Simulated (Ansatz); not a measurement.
Take SrTiO₃ in the cubic perovskite structure (space group Pm-3m, No. 221; a = 3.854 Å) as the base. Axes: x, y, z lie along the cube axes.

All numbers come from Ansatz (a quantum-chemistry and plane-wave program), LDA, PAW, cutoff 420 eV, no spin-orbit coupling.

Before the change:

| Quantity | Value |
|---|---|
| Pressure | 0.0 kbar |
| Smallest direct gap | 2.17 eV |
| Band gap | 1.85 eV |

The change: the cell is stretched by 1.80 % along z with no lateral relaxation, atoms relaxed at fixed cell.

Question: What does the calculation give for the pressure after the change?

Answer: The pressure (mean of the normal stresses, compression positive) goes from zero to -33.7 kbar.

Question: What does the calculation give for the smallest direct gap after the change?

Answer: The smallest direct gap drops by 0.03 eV to 2.14 eV.

Question: Predict the new band gap.

Answer: The band gap shrinks by 0.07 eV (1.85 eV → 1.78 eV).

Question: How does this affect the energy relative to the base?

Answer: The energy increases by 4.1 meV/atom.

The cells carry an imposed strain or load. No phonon test of stability was made. The final runs are not spin-polarised. Many cubic perovskites are stable only at high temperature; tilts and polar distortions were not tested.
